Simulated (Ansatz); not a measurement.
Consider ZnSiP₂ in the chalcopyrite structure (space group I-42d, No. 122; a = 5.378 Å, c = 10.466 Å).

Calculations: Ansatz (a program for electronic structure), r2SCAN, PAW, cutoff 500 eV, scalar-relativistic without spin-orbit coupling.

Before the change:

| Property | Result |
|---|---|
| Gap between the host's bands | 1.55 eV |

Modification: 1.06 holes added to each cell, a density of 7.0×10^21 cm⁻³, with a uniform compensating background at fixed cell and a 300 K Fermi–Dirac width.

Question: Estimate the effect on the Fermi level from band edge and gap between the host's bands.

Answer: The Fermi level relative to the doped band's edge (positive inside the band; to 0.05 eV) amounts to +0.65 eV; the gap between the host's bands rises by 0.132 eV, from 1.55 eV to 1.69 eV.

Carriers are added with a uniform compensating background; total energy and stress of such cells depend on the potential's zero and are not compared; many-body gap narrowing is missing at this level. No phonon test of stability was made.
